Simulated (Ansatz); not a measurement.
System: L1₂ (Cu3Au-type) Ni3Al. Method: r²SCAN0 (Ansatz, a program for electronic structure, plane waves, PAW).

Numerical settings: plane-wave cutoff 520 eV, 8×8×8 k mesh, Fermi–Dirac smearing 0.05 eV, spin-polarised with parallel moments, scalar-relativistic PAW data made under PBE.

Cell (relaxed at this level):

```xyz
4
Lattice="3.5215 0.0000 0.0000 0.0000 3.5215 0.0000 0.0000 0.0000 3.5215" Properties=species:S:1:pos:R:3 pbc="T T T"
Al     0.0000     0.0000     0.0000
Ni     0.0000     1.7607     1.7607
Ni     1.7607     0.0000     1.7607
Ni     1.7607     1.7607     0.0000
```
Starting moments (μB, in the order of the record's atoms Al Ni Ni Ni): 0.0 0.5 0.5 0.5.

Q: What does this level give for the bulk modulus B0 and magnetic moment (largest site, within a sphere)?

A: 
- bulk modulus B0 = 191 GPa
- magnetic moment (largest site, within a sphere) = 0.61 μB

Measured, for comparison: bulk modulus 174 GPa (temperature not stated, no zero-point or thermal correction; as tabulated in Zarkevich et al. (2023), arXiv:2304.06869). Computed (rounded) less measured: bulk modulus +10 %. A static lattice is as a rule a little smaller and stiffer than an uncorrected measurement, which narrows the difference in the bulk modulus and would widen misses of the other sign.

Moments are spin moments.

Static lattice: no zero-point or thermal effects.

Cost on a shared machine: roughly 2.6 core-hours.
